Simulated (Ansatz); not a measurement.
A self-consistent single point of MgNi₃C (P1, 5 atoms in the cell) with Ansatz (a first-principles code).

Computed with LDA (PW92), PAW files made with PBE (plane waves; Ansatz).

The change in words: atoms moved at random. Reference geometry:
```yaml
crystal:
  lattice:
    - [3.70186, 0.00000, 0.00000]
    - [0.00000, 3.70186, 0.00000]
    - [0.00000, 0.00000, 3.70186]
  atoms:
    - { symbol: Mg, position: [0.00000, 0.00000, 0.00000] }
    - { symbol: Ni, position: [0.00000, 0.50000, 0.50000], spin: 2.0 }
    - { symbol: Ni, position: [0.50000, 0.00000, 0.50000], spin: 2.0 }
    - { symbol: Ni, position: [0.50000, 0.50000, 0.00000], spin: 2.0 }
    - { symbol: C, position: [0.50000, 0.50000, 0.50000] }
```
(The spins are starting values, not results.)

Reference input (self-consistent single point, DFT, LDA (PW92), plane waves, PAW files made with PBE): kpoints.mp_grid.grid = 9 9 9; hamiltonian.xc = lda; hamiltonian.pseudopotentials = {kind: paw} (the program's default PAW files); magnetization.spin_polarized = true; scf.occupations.method = gaussian; scf.occupations.width = 0.2 eV. This run's input differs from it in these lines:

Ansatz 0.2 input:
```diff
@@ -7,7 +7,7 @@
   atoms:
-    - { symbol: Mg, position: [0.000000, 0.000000, 0.000000] }
-    - { symbol: Ni, position: [0.000000, 0.500000, 0.500000], spin: 2.0 }
-    - { symbol: Ni, position: [0.500000, 0.000000, 0.500000], spin: 2.0 }
-    - { symbol: Ni, position: [0.500000, 0.500000, 0.000000], spin: 2.0 }
-    - { symbol: C, position: [0.500000, 0.500000, 0.500000] }
+    - { symbol: Mg, position: [0.009941, 0.003040, -0.007572] }
+    - { symbol: Ni, position: [-0.001540, 0.511004, 0.490796], spin: 2.0 }
+    - { symbol: Ni, position: [0.486649, -0.006919, 0.497057], spin: 2.0 }
+    - { symbol: Ni, position: [0.502714, 0.487963, -0.001550], spin: 2.0 }
+    - { symbol: C, position: [0.502236, 0.504912, 0.521268] }
 kpoints:
```

Log, with long lists cut:

```
SCF iter   1: F=—  HF=-19464.523702 eV  |F-HF|=—  |Δ(HF+E_count)|=         —  Δρ=2.33e-1 (↑2.33e-1 ↓1.07e-1)  dr2=7.45e0  dr2_m=1.26e1  M=1.506 μB ∫|m|=1.661 μB  β_m=0.30  ethr=3.10e-3  ⟨swp⟩=7.3  Hψ=122999  notcnv=0  defer=52
Mixer restart at iter 1: flushing history
all-band conjugate gradients solve this SCF's bands
preconditioner: auto → Kerker (q_TF=auto, 2.865 Å⁻¹)
   [... lines left out ...]
SCF iter  15: F=—  HF=-19465.629465 eV  |F-HF|=—  |Δ(HF+E_count)|=   1.84e-8  Δρ=4.68e-6 (↑4.50e-6 ↓4.68e-6)  dr2=2.67e-8  dr2_m=8.20e-12  M=-0.000 μB ∫|m|=0.000 μB  β_m=0.81  ethr=3.11e-10  ⟨swp⟩=2.0  Hψ=40016  notcnv=0  defer=2018
SCF iter  16: F=-19465.629465 eV  HF=-19465.629465 eV  |F-HF|=2.53e-8  |Δ(HF+E_count)|=   3.30e-9  Δρ=4.36e-6 (↑4.33e-6 ↓4.36e-6)  dr2=2.82e-8  dr2_m=2.48e-12  M=-0.000 μB ∫|m|=0.000 μB  ethr=3.93e-11  ⟨swp⟩=8.0  Hψ=132432  notcnv=0
SCF 1 converged in 16 iterations: F = -19465.629465 eV  dr2 = 2.82e-8
WARN: the starting moments were not kept: the SCF closed with an absolute magnetisation of 3.9e-6 μB, where they sum to 6 μB in size (3 sites) …
Magnetization: -0.0000 μB (34.0000 up, 34.0000 down)
   [... lines left out ...]
Absolute magnetization: 0.0000 μB (∫|ρ↑−ρ↓|, with the PAW one-centre terms)
Free energy (F): -19465.629465 eV
Fermi energy:    15.669644 eV
   [... lines left out ...]
  atom   5  C     -0.17636957    -0.66762517    -1.32636931
--- Stress (GPa, compression-positive) ---
        5.529746       0.137436      -0.105561
        0.137436       5.821731      -0.527937
       -0.105561      -0.527937       7.743177
  P = ⅓ Tr σ = 6.3649 GPa (63.649 kbar)
  The stress holds the Pulay correction. Without it, at fixed plane waves, as pw.x and ABINIT print it: P = 6.2060 GPa
```

The run converged in 16 iterations. Against the reference run the free energy rises by 21.1 meV/atom, the pressure goes from 5.50 to 6.36 GPa and the largest force goes from 0.000 to 1.495 eV/Å.

The starting cell comes from a database of computed structures (which also holds hypothetical and non-ambient phases and stackings), without a prior relaxation at this level. Its lattice was rescaled by a random factor within 2.5 % of one. For this run, on top of that: atoms moved at random. The starting moments vanished: the run ended non-magnetic, which need not be the lowest state. The program warned that a starting moment was not kept. With a pressure of about 6 GPa the cell is away from its equilibrium volume at this level. Forces in this geometry exceed 1 eV/Å. Ansatz's pressure includes its estimate of the finite-basis (Pulay) stress.

Cost on one core of a shared machine: roughly 5 min.
